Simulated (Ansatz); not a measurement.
# NaF under a change: isotropic strain +2.50 %

Base system: NaF in the rock salt structure (space group Fm-3m, No. 225; a = 4.629 Å).

It is then changed as follows: an isotropic linear strain of +2.50 %, atoms relaxed at fixed cell.

Level of theory: plane-wave PAW DFT at the PBEsol level (Ansatz, an electronic-structure program, 420 eV), no spin-orbit coupling. Settings: 12×12×12 k-points, 0.05 eV Fermi–Dirac smearing.

Volume per atom: 13.35 Å³ (base 12.40 Å³)
Space group: Fm-3m (No. 225) (base Fm-3m (No. 225))
Shortest interatomic distance: 2.372 Å (base 2.315 Å)
Energy relative to the base (free energy F): +9.7 meV/atom
Band gap: 5.83 eV (base 6.20 eV)
Gap character: direct at Γ (base direct at Γ)
Mean gap deformation potential ΔEg/Δln V: -5.0 eV
Width of the top valence band: 0.52 eV (base 0.58 eV)
Electron mass: 0.56 mₑ (at Γ) (base 0.56 mₑ (at Γ))

Cost of the whole job for the changed cell (relaxation, final SCF and bands): around 7 core-seconds (rough).

Effective masses come from finite differences of ±0.01 Å⁻¹. No phonon test of stability was made.
